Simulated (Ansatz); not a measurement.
Consider the following.

End structure of a constructed model of the (111) surface of fcc Al, a pseudomorphic layer of Hf in the host's stacking (bottom of the slab: a bare face, its two planes held):

```
CELL_PARAMETERS angstrom
      2.85810     0.00000     0.00000
     -1.42905     2.47518     0.00000
      0.00000     0.00000    30.50000
ATOMIC_POSITIONS crystal
  Al 0.33333 0.66667 0.26609
  Al 0.66667 0.33333 0.34260
  Al 0.00000 0.00000 0.41888
  Al 0.33333 0.66667 0.49640
  Al 0.66667 0.33333 0.57287
  Al 0.00000 0.00000 0.64924
  Hf 0.33333 0.66667 0.72894
```

Model: 7-atom slab, 14.3 Å thick at the start with caps and adatoms, 15x15x1 mesh, Fermi-Dirac 0.1 eV, dipole correction, 2 atoms held, the rest relaxed; start symmetry kept, larger cells not searched; no spin, no spin-orbit, no U. It is one candidate, not shown to be the stable structure of the face.

Question: What is the computed work function of the top face (PBE in Ansatz, a first-principles code)?

Answer: 4.80 eV
